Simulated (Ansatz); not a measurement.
Response to strain in PtGe

Take PtGe (space group Pnma, No. 62; a = 5.819 Å, b = 3.757 Å, c = 6.175 Å) as the base. Axes: x, y, z lie along a, b, c of the conventional cell.

Strains are applied to the cell and any free atomic positions relax; under biaxial strain the out-of-plane vector relaxes too.

Calculations: PBE, PAW, 420 eV (Ansatz, a first-principles code; without spin-orbit coupling), earlier PAW set.

Notes on the quantities. pressure: mean of the normal stresses, compression positive.

```tsv
variant	shortest interatomic distance	pressure
base	2.509 Å	0.0 GPa
biaxial strain −0.26 %, plane normal [001], relaxed out of plane	2.507 Å	0.4 GPa
isotropic strain +0.48 %	2.513 Å	-2.0 GPa
uniaxial strain ε_yy = +4.95 %	2.515 Å	-5.9 GPa
```

Without a gap, meshes like the base's 8×12×8 leave anisotropic stresses uncertain by several tenths of a GPa, and small strain energies with them. No phonon test of stability was made. All final runs are without spin polarisation.
